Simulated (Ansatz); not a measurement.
Consider BP in the zinc blende structure (space group F-43m, No. 216).

```yaml
crystal:
  lattice:
    - [0.00000, 2.26820, 2.26820]
    - [2.26820, 0.00000, 2.26820]
    - [2.26820, 2.26820, 0.00000]
  atoms:
    - { symbol: P, position: [0.75000, 0.75000, 0.75000] }
    - { symbol: B, position: [0.00000, 0.00000, 0.00000] }
```

Calculations: r2SCAN (Ansatz, a program for electronic structure, PAW, scalar-relativistic without spin-orbit coupling), earlier PAW set.

Before the change:

Shortest interatomic distance: 196.4 pm

Modification: cell and atoms relaxed at a pressure of 30 GPa.

Estimate the effect on the shortest interatomic distance.

The shortest interatomic distance decreases by 8.8 pm, from 196.4 pm to 187.6 pm.

Load acts through the strain it causes; cell and atoms are relaxed under it. Whether these cells are dynamically stable was not tested. No other phases were tried under pressure.
